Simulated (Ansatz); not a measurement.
Evanescent states of MgF₂ (P4_2/mnm, rutile, 6 atoms a cell, 10.8 Å³ an atom) along the normal of (100)

All values below come from r2SCAN (plane waves, PAW; Ansatz, a program for electronic structure).

No gap correction and no spin-orbit coupling; mid-gap is the computed energy nearest the middle.

Energies count from the valence-band top; κ is the least over a 10×8 mesh across the current.

| E (eV) | κ (1/Å) | where |
|---|---|---|
| 0.18 | 0.323 | Γ |
| 0.54 | 0.382 | Γ |
| 0.90 | 0.436 | Γ |
| 1.26 | 0.477 | Γ |
| 1.62 | 0.508 | Γ |
| 1.98 | (withheld) | Γ |
| 2.34 | (withheld) | Γ |
| 2.70 | (withheld) | Γ |
| 3.06 | (withheld) | Γ |
| 3.42 | (withheld) | Γ |
| 3.78 | (withheld) | Γ |
| 4.14 | (withheld) | Γ |
| 4.50 | (withheld) | Γ |
| 4.86 | (withheld) | Γ |
| 5.22 | (withheld) | Γ |
| 5.58 | 0.508 | Γ |
| 5.94 | (withheld) | Γ |
| 6.30 | 0.451 | Γ |
| 6.66 | 0.413 | Γ |
| 7.02 | 0.365 | Γ |
| 7.38 | 0.304 | Γ |
| 7.74 | 0.217 | Γ |

Problem. Complete the blanks.

Solution. 
- 1.98, κ (1/Å): 0.531
- 2.34, κ (1/Å): 0.548
- 2.70, κ (1/Å): 0.560
- 3.06, κ (1/Å): 0.568
- 3.42, κ (1/Å): 0.571
- 3.78, κ (1/Å): 0.570
- 4.14, κ (1/Å): 0.565
- 4.50, κ (1/Å): 0.557
- 4.86, κ (1/Å): 0.545
- 5.22, κ (1/Å): 0.529
- 5.94, κ (1/Å): 0.482
